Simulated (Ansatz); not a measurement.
GaP, alloy series

Consider GaP in the zinc blende structure (space group F-43m, No. 216; a = 5.4385 Å).

The other end (x = 1) is InP in the zinc blende structure (space group F-43m, No. 216): 25.39 Å³/atom, gap 0.57 eV.

In replaces a fraction x of Ga; each row is one arrangement (x, atoms in the cell, starting space group or random), fully relaxed.

The values are results of Kohn–Sham DFT with the PBEsol functional, run in Ansatz (a program for electronic structure) with PAW and 420 eV plane waves, no spin-orbit coupling, not measurements.

```csv
In fraction x,volume per atom (Å³/atom)
0,20.107
"0.25 (Amm2, 8 atoms)",21.390
"0.25 (Cm, 8 atoms)",21.351
"0.5 (Cm, 8 atoms)",?
"0.75 (Amm2, 8 atoms)",24.026
"0.75 (Pmm2, 8 atoms)",23.975
"0.75 (P-43m, 8 atoms)",23.983
1,25.388
```

Fit V(x) = (1 − x) V(0) + x V(1) − b x(1 − x) with the ends held (b = 0 is Vegard's rule) to the rows shown and predict the withheld row.

Least squares on the printed values gives b = 0.35 Å³/atom, against 22.748 Å³/atom from the straight line alone (largest residual 0.029 Å³/atom); this predicts 22.659 Å³/atom, and the run gives 22.610 Å³/atom, 0.049 lower.

Each cell is one ordered arrangement of few atoms, which overstates ordering effects compared with a random alloy. Semilocal Kohn–Sham gaps tend to fall short of experiment. Stability against distortions was not tested.
